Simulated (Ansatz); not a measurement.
Ansatz (a program for electronic structure) run on LaPt2 (R3m, 6 atoms in the cell): self-consistent single point.

Level of theory: LDA (PW92), default PAW files made with PBE (plane waves; Ansatz).

The change in words: lattice scaled by 0.98; basis.ecutwfc: 420 eV → 565 eV. Reference geometry:
```yaml
crystal:
  lattice:
    - [0.00000, 3.89244, 3.89244]
    - [3.89244, 0.00000, 3.89244]
    - [3.89244, 3.89244, 0.00000]
  atoms:
    - { symbol: La, position: [0.50371, 0.50371, 0.50371] }
    - { symbol: La, position: [0.75000, 0.75000, 0.75000] }
    - { symbol: Pt, position: [0.12500, 0.12500, 0.12500] }
    - { symbol: Pt, position: [0.62500, 0.12500, 0.12500] }
    - { symbol: Pt, position: [0.12500, 0.12500, 0.62500] }
    - { symbol: Pt, position: [0.12500, 0.62500, 0.12500] }
```

Reference input (self-consistent single point, DFT, LDA (PW92), plane waves, default PAW files made with PBE): basis.ecutwfc = 420 eV; kpoints.mp_grid.grid = 5 5 5; hamiltonian.xc = lda; hamiltonian.pseudopotentials = {kind: paw} (the program's default PAW files); scf.occupations.method = fermi_dirac; scf.occupations.width = 0.1 eV. This run's input differs from it in these lines:

Ansatz 0.2 input:
```diff
@@ -3,14 +3,14 @@
   lattice:
-    - [0.000000, 3.892445, 3.892445]
-    - [3.892445, 0.000000, 3.892445]
-    - [3.892445, 3.892445, 0.000000]
+    - [0.000000, 3.814596, 3.814596]
+    - [3.814596, 0.000000, 3.814596]
+    - [3.814596, 3.814596, 0.000000]
   atoms:
-    - { symbol: La, position_ang: [3.921311, 3.921311, 3.921311] }
-    - { symbol: La, position_ang: [5.838667, 5.838667, 5.838667] }
-    - { symbol: Pt, position_ang: [0.973111, 0.973111, 0.973111] }
-    - { symbol: Pt, position_ang: [0.973111, 2.919334, 2.919334] }
-    - { symbol: Pt, position_ang: [2.919334, 2.919334, 0.973111] }
-    - { symbol: Pt, position_ang: [2.919334, 0.973111, 2.919334] }
+    - { symbol: La, position_ang: [3.842885, 3.842885, 3.842885] }
+    - { symbol: La, position_ang: [5.721894, 5.721894, 5.721894] }
+    - { symbol: Pt, position_ang: [0.953649, 0.953649, 0.953649] }
+    - { symbol: Pt, position_ang: [0.953649, 2.860947, 2.860947] }
+    - { symbol: Pt, position_ang: [2.860947, 2.860947, 0.953649] }
+    - { symbol: Pt, position_ang: [2.860947, 0.953649, 2.860947] }
 basis:
-  ecutwfc: 420.0
+  ecutwfc: 565.0
 kpoints:
```

Output (repeated stretches shortened):

```
SCF iter   1: F=—  HF=-61138.800045 eV  |F-HF|=—  |Δ(HF+E_count)|=         —  Δρ=6.57e-3  dr2=3.45e-2  ethr=1.77e-3  ⟨swp⟩=7.5  Hψ=4196  notcnv=0
all-band conjugate gradients solve this SCF's bands
preconditioner: auto → Kerker (q_TF=auto, 2.654 Å⁻¹)
SCF iter   2: F=—  HF=-61138.795347 eV  |F-HF|=—  |Δ(HF+E_count)|=   4.70e-3  Δρ=2.81e-3  dr2=2.83e-3  ethr=3.67e-5  ⟨swp⟩=2.7  Hψ=1983  notcnv=0
SCF iter   3: F=—  HF=-61138.794886 eV  |F-HF|=—  |Δ(HF+E_count)|=   4.61e-4  Δρ=1.28e-3  dr2=8.84e-4  ethr=3.01e-6  ⟨swp⟩=1.7  Hψ=1159  notcnv=0
SCF iter   4: F=—  HF=-61138.794697 eV  |F-HF|=—  |Δ(HF+E_count)|=   1.88e-4  Δρ=2.56e-4  dr2=4.81e-5  ethr=9.40e-7  ⟨swp⟩=2.4  Hψ=1487  notcnv=0
SCF iter   5: F=—  HF=-61138.794874 eV  |F-HF|=—  |Δ(HF+E_count)|=   1.77e-4  Δρ=3.42e-5  dr2=2.74e-6  ethr=5.12e-8  ⟨swp⟩=2.0  Hψ=1531  notcnv=0
SCF iter   6: F=—  HF=-61138.794874 eV  |F-HF|=—  |Δ(HF+E_count)|=   4.72e-7  Δρ=8.70e-6  dr2=1.21e-7  ethr=2.92e-9  ⟨swp⟩=2.0  Hψ=1656  notcnv=0
SCF iter   7: F=-61138.794874 eV  HF=-61138.794874 eV  |F-HF|=2.38e-8  |Δ(HF+E_count)|=   9.07e-9  Δρ=4.45e-6  dr2=2.98e-8  ethr=1.06e-10  ⟨swp⟩=8.0  Hψ=4723  notcnv=0
SCF 1 converged in 7 iterations: F = -61138.794874 eV  dr2 = 2.98e-8
Free energy (F): -61138.794874 eV
Internal energy: -61138.716616 eV  (E = F + TS)
E sigma→0 (E₀):  -61138.755745 eV
Entropy (-TS):   -0.078258 eV (-13.043 meV/atom)
Fermi energy:    20.399578 eV
--- Forces (eV/Å), atoms counted from 1 ---
  atom   1  La    -0.16947803    -0.16947803    -0.16947803
  atom   2  La     0.05985210     0.05985210     0.05985210
  atom   3  Pt     0.00164078     0.00164078     0.00164078
  atom   4  Pt     0.05210046     0.02794035     0.02794035
  atom   5  Pt     0.02794035     0.02794035     0.05210046
  atom   6  Pt     0.02794035     0.05210046     0.02794035
--- Stress (GPa, compression-positive) ---
        4.701941       0.107721       0.107721
        0.107721       4.701941       0.107721
        0.107721       0.107721       4.701941
  P = ⅓ Tr σ = 4.7019 GPa (47.019 kbar)
  The stress holds the Pulay correction. Without it, at fixed plane waves, as pw.x and ABINIT print it: P = 4.6979 GPa
```

The run converged in 7 iterations. Against the reference run the free energy falls by 6.8 meV/atom, the pressure goes from -5.71 to 4.70 GPa and the largest force goes from 0.233 to 0.294 eV/Å.

The starting cell comes from a database of computed structures (which also holds hypothetical and non-ambient phases and stackings), without a prior relaxation at this level. Its lattice was rescaled by up to half a per cent. One atom was moved a little off its site on purpose. For this run, on top of that: lattice scaled by 0.98. Spin polarisation is off. Ansatz's pressure includes its estimate of the finite-basis (Pulay) stress.
